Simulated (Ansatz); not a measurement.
# Re: response to strain

The parent structure is Re in the hcp (Mg type) structure (space group P6_3/mmc, No. 194; relaxed with 0.1 eV smearing).

```
Re
1.0
    2.75189     0.00000     0.00000
   -1.37595     2.38321     0.00000
    0.00000     0.00000     4.44007
Re
2
Cartesian
  1.37595   0.79440   3.33005
  0.00000   1.58880   1.11002
```

Cartesian axes are those of the cell as printed.

Strains are applied to the cell and any free atomic positions relax; under biaxial strain the out-of-plane vector relaxes too.

Method: Kohn–Sham DFT with the PBEsol functional, run in Ansatz (a quantum-chemistry and plane-wave program) with PAW and 420 eV plane waves, spin-orbit coupling left out.

Notes on the quantities. pressure: mean of the normal stresses, compression positive.

```csv
variant,volume per atom,pressure
base,14.56 Å³,0.0 GPa
"biaxial strain −3.00 %, plane normal [001], relaxed out of plane",13.97 Å³,18.7 GPa
"biaxial strain −2.50 %, plane normal [001], relaxed out of plane",[?],15.1 GPa
"biaxial strain −2.00 %, plane normal [001], relaxed out of plane",[?],11.7 GPa
"biaxial strain −1.50 %, plane normal [001], relaxed out of plane",14.27 Å³,8.5 GPa
"biaxial strain −1.00 %, plane normal [001], relaxed out of plane",[?],5.5 GPa
"biaxial strain −0.50 %, plane normal [001], relaxed out of plane",14.46 Å³,2.7 GPa
"biaxial strain +1.00 %, plane normal [001], relaxed out of plane",14.75 Å³,-4.8 GPa
"biaxial strain +1.50 %, plane normal [001], relaxed out of plane",14.84 Å³,-6.9 GPa
"biaxial strain +3.00 %, plane normal [001], relaxed out of plane",15.12 Å³,-12.5 GPa
```

Task: Some entries are withheld; estimate them.

Result: 
- biaxial strain −2.50 %, plane normal [001], relaxed out of plane, volume per atom: 14.07 Å³
- biaxial strain −2.00 %, plane normal [001], relaxed out of plane, volume per atom: 14.17 Å³
- biaxial strain −1.00 %, plane normal [001], relaxed out of plane, volume per atom: 14.36 Å³

No phonon test of stability was made. The final runs are not spin-polarised.
